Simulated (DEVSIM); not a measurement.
Device: Cr/SiO2/p-Ge capacitor, at 400 K.

Layer 1 from the left is SiO2, thickness (nm) 8.90. Layer 2 from the left is Ge, thickness (nm) 710, Na (cm⁻³) 7e17.

Metal gate on the left, work function 4.5 eV. Fixed charge at the semiconductor interface -6.5e10 cm⁻² (in units of +e); no interface traps.

This is a model device: material constants are rounded textbook-type values typed into the input, and sizes, dopings and lifetimes were drawn at random. Values at 300 K; Nc and Nv go as T^1.5, mobilities as T to minus their exponent, the gap by Varshni's rule with the affinity fixed.

SiO2: gap (eV) 9, affinity (eV) 0.9, permittivity 3.9. Ge: gap (eV) 0.664, affinity (eV) 4, permittivity 16, Nc (cm⁻³) 1.04e19, Nv (cm⁻³) 6e18, Varshni α (eV/K) 0.000477, Varshni β (K) 235.

DEVSIM, 1D Poisson equation in equilibrium, Boltzmann statistics, complete ionisation; no quantum confinement or tunnelling. Metal contacts follow the ideal Schottky-Mott rule: no Fermi-level pinning, no interface dipoles.

Q: What does the simulation give for the threshold voltage (band bending 2φF), the flat-band voltage?

A: threshold voltage (band bending 2φF) 1.37 V; flat-band voltage -0.01 V.
